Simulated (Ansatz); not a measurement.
# How the equilibrium lattice constant a of WGe (model structure, started from the CoSn type, P6/mmm, No. 191, 6 atoms in the cell) moves with the method

No measured value is used here.

```tsv
level (code)	value (Å)
PBE (Ansatz)	5.425
PBEsol (Ansatz)	[?]
PBE-D3(BJ) (Ansatz)	5.388
```

Task: What belongs in the gaps?

Result: 
- PBEsol (Ansatz, a program for electronic structure), value (Å): 5.372

Density-functional levels without +SOC have no spin–orbit coupling. Ansatz's density-functional and Hartree–Fock values are scalar-relativistic unless marked +SOC, with PAW data made under PBE.

A model structure was made by putting elements into a prototype or built by hand; it is no filed structure, need not be a known phase, and can be a saddle point held by its symmetry.
